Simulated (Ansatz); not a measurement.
Start from Ge in the diamond structure (space group Fd-3m, No. 227).

```
Ge
1.0
    0.00000     2.83808     2.83808
    2.83808     0.00000     2.83808
    2.83808     2.83808     0.00000
Ge
2
Direct
  0.00000   0.00000   0.00000
  0.25000   0.25000   0.25000
```

Cartesian axes are those of the cell as printed.

Calculations: Ansatz (a quantum-chemistry and plane-wave program), PBEsol, PAW, cutoff 420 eV, spin-orbit coupling left out.

Strains are applied to the cell and any free atomic positions relax; under biaxial strain the out-of-plane vector relaxes too.

One change was made to it. Results:

The energy increases by 6.7 meV/atom; the pressure (mean of the normal stresses, compression positive) goes from zero to -1.5 GPa; the volume per atom goes up by 0.55 Å³ to 23.41 Å³.

Problem. What was done to the base?
A) biaxial strain +2.00 %, plane normal [001], relaxed out of plane
B) biaxial strain −1.00 %, plane normal [001], relaxed out of plane
C) biaxial strain +3.00 %, plane normal [001], relaxed out of plane
D) biaxial strain +2.50 %, plane normal [001], relaxed out of plane

Solution. A, biaxial strain +2.00 %, plane normal [001], relaxed out of plane. For comparison, the energy relative to the base in the other runs: biaxial strain +2.50 %, plane normal [001], relaxed out of plane gives +10 meV/atom; biaxial strain +3.00 %, plane normal [001], relaxed out of plane gives +15 meV/atom; biaxial strain −1.00 %, plane normal [001], relaxed out of plane gives +1.8 meV/atom.

No phonon test of stability was made.
